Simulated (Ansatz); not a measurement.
Y on a cation site across 4 hosts. These are PBE, PAW (plane waves to 420 eV; Ansatz, an electronic-structure program) values and carry that method's errors. Charged cells are image-corrected; levels hold to tenths of an eV, spin–orbit coupling is left out, only levels at least 0.1 eV inside the gap count (those within 0.2 eV of an edge may still be shallow), and each defect is the lowest state found from one start.

| host | site at the start | sites, k-points | gap (eV) | localised charge states | levels above the VBM (eV) |
|---|---|---|---|---|---|
| corundum | the Al site | 120, 2×2×2 Γ-centred | 5.85 | 0 | none; 0 throughout |
| rock-salt CaO | the Ca site | 64, 2×2×2 shifted | 3.66 | +1 | none; +1 throughout |
| wurtzite AlN | the Al site | 96, 2×2×2 shifted | 4.03 | 0 | none; 0 throughout |
| metastable zinc-blende AlN | the Al site | 64, 2×2×2 shifted | 3.31 | 0 | none; 0 throughout |

No host shows a level in the gap.
